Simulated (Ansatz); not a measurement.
Amorphous Si₃₀N₄₁Al, 72 atoms at 2.96 g/cm³, one PBE-relaxed geometry, zone centre. Methods: PBE, scalar-relativistic without spin-orbit coupling (Ansatz, an electronic-structure program); r2SCAN, scalar-relativistic without spin-orbit coupling (Ansatz); HSE06, scalar-relativistic without spin-orbit coupling (Ansatz). Plane waves to 420 eV (r2SCAN 500 eV); exact exchange is cut at the cell's faces. At PBE the levels at the filled edge of the gap are localised (band-tail or defect states), and the nearest spread-out levels lie 3.2 eV apart at the zone centre. The higher rungs were started with moments on some atoms, which died out.

A CHGNet melt-quench gave the starting glass, which DFT then relaxed. N atoms were pushed apart under 1.9 Å during the dynamics, to hinder bonds among them. The hot cell started wider than the set density and was brought back towards it in steps. It is the lowest in DFT energy of 2 quenches. It is a model cell: composition and starting density were chosen by hand, and all elements were melted together. No dispersion term was used. Its density started from a set value of 2.96 and ended at 2.96 g/cm³. The quench (nominally 380 K/ps over its main leg) was far faster than any real one, so the model tends to hold more defects than a real film. One small periodic cell is one sample of the glass; other quenches scatter about these values. The volume was held where the preparation left it and the shape relaxed, at a PBE pressure of 4.3 GPa. Stress components on the final sampling reach 4.3 GPa. On a 2×2×2 Γ-centred mesh force components of up to 0.14 eV/Å stay, since the relaxation ran on the zone centre alone.

The relaxation ran on the zone centre alone. At PBE the level gap is 2.05 eV on a 2×2×2 Γ-centred mesh, and the spacing at the zone centre alone 2.07 eV.

Problem. What zone-centre spacing does r2SCAN give, roughly?

Solution. 2.45 eV (+0.38 eV against PBE).

Problem. What zone-centre spacing does HSE06 give, roughly?

Solution. 3.40 eV (+1.32 eV against PBE).

The highest filled and the lowest empty state spread over these numbers of atoms (participation numbers): PBE: 4.6 and 31.2; r2SCAN: 4.5 and 28.4; HSE06: 4.6 and 29.0.
